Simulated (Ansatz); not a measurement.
**Ta4GaSe8, pressure series**

Start from Ta4GaSe8 (space group F-43m, No. 216; a = 10.337 Å).

Cell and atoms are relaxed at each pressure.

Level of theory: PBEsol in Ansatz (plane waves to 420 eV, PAW, no spin-orbit coupling).

Notes on the quantities. enthalpy: H = E + PV relative to the base's energy.

```tsv
change	shortest interatomic distance	enthalpy
base	2.433 Å	–
pressure −2 GPa	2.458 Å	-0.27 eV/atom
pressure −1 GPa	2.445 Å	-0.13 eV/atom
pressure 0.3 GPa	2.430 Å	+0.04 eV/atom
pressure 0.7 GPa	2.425 Å	+0.09 eV/atom
pressure 1.5 GPa	?	+0.20 eV/atom
pressure 3 GPa	2.402 Å	+0.39 eV/atom
pressure 5 GPa	2.384 Å	+0.65 eV/atom
pressure 7.5 GPa	2.363 Å	+0.96 eV/atom
pressure 10 GPa	?	+1.26 eV/atom
```

Task: Fill in the withheld entries from the trend.

Result: 
- pressure 1.5 GPa, shortest interatomic distance: 2.417 Å
- pressure 10 GPa, shortest interatomic distance: 2.345 Å

Load acts through the strain it causes; cell and atoms are relaxed under it. Whether these cells are dynamically stable was not tested. No other phases were tried under pressure. The final runs are not spin-polarised. An odd electron count without spin: Ta4GaSe8.

Ansatz is a first-principles code.
